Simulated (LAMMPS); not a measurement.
System: CsCl (CsCl type), 1024 atoms, at 300 K and 0 GPa, heated as the crystal.

Method: classical MD, rigid Lennard-Jones ions of Joung and Cheatham, J. Phys. Chem. B 112, 9020 (2008), set for SPC/E water, PPPM sums, 10 Å cutoff with tail terms (LAMMPS).

```tsv
r (Å)	g(r), Cl-Cs	g(r), Cl-Cl	g(r), Cs-Cs
2.860	0.000	0.000	0.000
2.900	0.002	0.000	0.000
2.940	0.008	0.000	0.000
2.980	0.033	0.000	0.000
3.020	0.130	0.000	0.000
3.060	0.390	0.000	0.000
3.100	0.910	0.000	0.000
3.140	1.76	0.000	0.000
3.180	3.03	0.000	0.000
3.220	4.47	0.000	0.000
3.260	5.81	0.000	0.000
3.300	7.01	0.000	0.000
3.340	7.59	0.000	0.000
3.380	7.81	0.000	0.000
3.420	7.70	0.003	0.008
3.460	7.34	0.003	0.024
3.500	6.45	0.008	0.037
3.540	5.60	0.039	0.119
3.580	4.64	0.099	0.236
3.620	3.68	0.193	0.342
3.660	2.87	0.463	0.625
3.700	2.17	0.894	1.09
3.740	1.67	1.51	1.73
3.780	1.18	2.26	2.42
3.820	0.794	3.17	3.18
3.860	0.540	4.10	3.82
3.900	0.354	4.75	4.44
3.940	0.203	5.30	4.84
3.980	0.145	5.16	4.80
4.020	0.090	4.98	4.47
4.060	0.044	4.02	3.93
4.100	0.033	3.32	3.18
4.140	0.011	2.45	2.69
4.180	0.011	1.83	1.96
4.220	0.003	1.20	1.34
4.260	0.001	0.692	0.880
4.300	0.000	0.476	0.523
4.340	0.000	0.207	0.350
4.380	0.000	0.142	0.166
4.420	0.000	0.052	0.111
4.460	0.000	0.028	0.052
4.500	0.000	0.013	0.011
4.540	0.000	0.003	0.006
4.580	0.000	0.002	0.006
4.620	0.000	0.000	0.005
4.660	0.000	0.000	0.001
4.700	0.000	0.000	0.000
4.740	0.000	0.000	0.000
4.780	0.000	0.000	0.000
4.820	0.000	0.000	0.000
4.860	0.000	0.001	0.000
4.900	0.000	0.000	0.001
4.940	0.000	0.004	0.004
4.980	0.000	0.012	0.013
5.020	0.000	0.023	0.017
5.060	0.000	0.033	0.049
5.100	0.000	0.075	0.096
5.140	0.000	0.162	0.179
5.180	0.000	0.259	0.275
5.220	0.000	0.437	0.516
5.260	0.000	0.714	0.745
5.300	0.000	1.06	1.07
5.340	0.000	1.43	1.48
5.380	0.000	1.96	2.00
5.420	0.000	2.46	2.52
5.460	0.000	2.98	2.97
5.500	0.000	3.46	3.44
5.540	0.000	3.82	3.73
5.580	0.000	3.92	3.91
5.620	0.000	4.06	3.92
5.660	0.000	3.91	3.77
5.700	0.000	3.50	3.40
5.740	0.000	3.10	3.04
5.780	0.000	2.64	2.52
5.820	0.000	2.12	2.17
5.860	0.003	1.67	1.65
5.900	0.007	1.20	1.23
5.940	0.013	0.857	0.938
5.980	0.034	0.592	0.714
6.020	0.055	0.420	0.435
6.060	0.107	0.226	0.264
6.100	0.187	0.137	0.182
6.140	0.342	0.094	0.090
6.180	0.566	0.060	0.055
6.220	0.931	0.036	0.034
6.260	1.39	0.029	0.024
6.300	1.93	0.020	0.033
6.340	2.64	0.022	0.037
6.380	3.42	0.063	0.061
6.420	4.15	0.094	0.123
6.460	4.83	0.158	0.171
6.500	5.40	0.272	0.295
6.540	5.71	0.417	0.455
6.580	5.86	0.596	0.624
6.620	5.67	0.766	0.810
6.660	5.23	0.972	1.00
6.700	4.71	1.24	1.24
6.740	4.02	1.43	1.35
6.780	3.22	1.55	1.57
6.820	2.56	1.64	1.60
6.860	1.93	1.76	1.62
6.900	1.41	1.70	1.60
6.940	0.952	1.60	1.55
```

The data show:
- state found: crystal; no diffusion seen in 30 ps
- first peak of g(r), Cl-Cs: 3.39 Å, height 7.8
- coordination number of Cl by Cs: 8.0 (counted to 4.90 Å)
- coordination number of Cs by Cl: 8.0 (counted to 4.90 Å)
- first peak of g(r), Cl-Cl: 3.96 Å, height 5.3

Caution: the potential ionic pair potential joung2008 is fitted for ions in water and for crystals near room temperature. Caution: with ionic pair potential joung2008 the 0 K volume of this crystal is -15 % off the measured one.
